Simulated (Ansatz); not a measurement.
Here is the system:

```yaml
crystal:
  lattice:
    - [3.24548, 0.00000, 0.00000]
    - [0.00000, 3.24548, 0.00000]
    - [1.62274, -1.62274, 1.54603]
  atoms:
    - { symbol: Mo, position: [0.00000, 0.00000, 0.00000] }
```

No spin polarisation.

The values are results of Ansatz (an electronic-structure program), r2SCAN, PAW, cutoff 500 eV, no SOC, not measurements. Γ-centred 29×29×29 mesh, Fermi–Dirac width 0.1 eV.

Problem. Predict the in-plane stress and band gap.

Solution. 
- Mean in-plane stress (compression positive) = -14.6 GPa
- Band gap = zero

The cells carry an imposed strain or load. No phonon test of stability was made. The final runs are not spin-polarised. The cell was made from Mo in the bcc (W type) structure (space group Im-3m, No. 229) by this change: biaxial strain +3.00 %, plane normal [001], relaxed out of plane.
